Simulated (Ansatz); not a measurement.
# Pressure series in hypothetical simple cubic Ir

Start from Ir in the simple cubic structure (space group Pm-3m, No. 221; a = 2.541 Å; a hypothetical phase, not in the database extracts checked).

Cell and atoms are relaxed at each pressure.

Calculations: Ansatz (a program for electronic structure) PBEsol, without spin-orbit coupling.

Notes on the quantities. enthalpy: H = E + PV relative to the base's energy.

```tsv
variant	shortest interatomic distance	enthalpy
base	2.541 Å	–
pressure −2 GPa	2.547 Å	-0.21 eV/atom
pressure −1 GPa	2.544 Å	-0.10 eV/atom
pressure 0.3 GPa	2.540 Å	+0.03 eV/atom
pressure 0.7 GPa	2.538 Å	+0.07 eV/atom
pressure 1.5 GPa	2.536 Å	+0.15 eV/atom
pressure 3 GPa	2.532 Å	+0.31 eV/atom
pressure 5 GPa	2.526 Å	+0.51 eV/atom
pressure 7.5 GPa	2.519 Å	+0.76 eV/atom
pressure 10 GPa	2.512 Å	+1.01 eV/atom
```

Load acts through the strain it causes; cell and atoms are relaxed under it. Whether these cells are dynamically stable was not tested. No other phases were tried under pressure. All final runs are without spin polarisation. Ir has a high density of states at the Fermi level and may be magnetic at this level.
